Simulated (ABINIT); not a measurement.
## Equation of state of hcp Os (space group 194): energy against volume (ABINIT, LDA)

```
Os
1.0
    2.62382     0.00000     0.00000
   -1.31191     2.27230     0.00000
    0.00000     0.00000     4.15198
Os
2
Direct
  0.66667   0.33333   0.75000
  0.33333   0.66667   0.25000
```

Computed with LDA (PW92), norm-conserving pseudopotentials (PseudoDojo nc-sr-04 LDA standard) (plane waves; ABINIT). Settings: pseudos = [Os.upf]; ecut = 1306 eV; occopt = 3; tsmear = 0.05 eV; ngkpt = 18 18 10; nshiftk = 1; shiftk = 0 0 0; potentials = PseudoDojo nc-sr-04 LDA standard; nband = 22; kptopt = 1; nstep = 100; tolvrs = 1e-12. The cell above is the first row's. The rows scale it uniformly. In all rows fractional positions and the k mesh are held. E is the free energy at the stated smearing, counted from the lowest row.

```
V (Å^3/atom)  E (meV/atom)
------------  ------------
12.377                   ?
12.646              124.32
12.915               64.75
13.184               25.57
13.454                4.64
13.723                0.00
13.992                9.92
14.261               32.85
14.530               67.37
```

Taking the third-order Birch-Murnaghan form, a cubic in V^(-2/3) for E over the 8 complete rows: With u = V^(-2/3) - 0.176, the rows have u = 0.008232, 0.005665, 0.003185, 0.000780, -0.001538, -0.003781, -0.005954, -0.008059. Least squares gives E = 1.361 + 3057.74·u + 1419101·u² + 2900579·u³. Residuals (row less fit): 0.003, -0.003, -0.019, 0.029, -0.004, -0.010, 0.000, 0.002; standard error 0.019 (degrees of freedom: 4). Its minimum lies at u = -0.001081, so V0 = (0.174919)^(-3/2) = 13.67. There d²E/du² = 2819000 and d³E/du³ = 1.740e7, so B0 = (4/9) × 13.67^(-7/3) × 2819000 × 0.160218 = 449 GPa (the last factor turns the table's units into GPa), and B0' = 4 + (2/3) × 0.174919 × (1.740e7)/2819000 = 4.7. The program's pressures in the fitted runs (not shown) pass through zero at V = 13.67, 0.00 % from this V0.

Question: Estimate the missing E (V = 12.377); what did the run itself give?

Answer: u = 0.010892, so E = 1.361 + 3057.74 × 0.010892 + 1419101 × 0.010892² + 2900579 × 0.010892³ = 206.770 meV/atom. The calculation gives 206.69 meV/atom, 0.080 meV/atom below the prediction (under 0.05 % of the range of E in the table). The row lies outside the fitted rows, so this is an extrapolation. From the scatter of the fitted rows alone, a prediction at this place has a standard error of 0.055 meV/atom, so the miss is 1.5 times that.

Carrying the step between the two nearest rows on in a straight line would have given 183.89, off by 22.80; series whose last step already gives the withheld value aren't shown. The scan was laid around a cell of about the measured size, scaled by a guess for this functional; axis ratios and inner coordinates come from that cell. The runs keep the symmetry of the cell, so they don't test it for distortions. Spin polarisation is off. Spin-orbit coupling is off. The shape of the cell and the inner coordinates aren't relaxed, so V0 and B0 belong to this uniform scaling; a relaxed crystal lies no higher in energy and is usually softer. Cutoffs and mesh are single choices, not tested for convergence of this quantity. Series with a scatter that would blur these digits, or in which a gap closes, are not shown. Nor are scans whose minimum lies at an end fitted in this form.
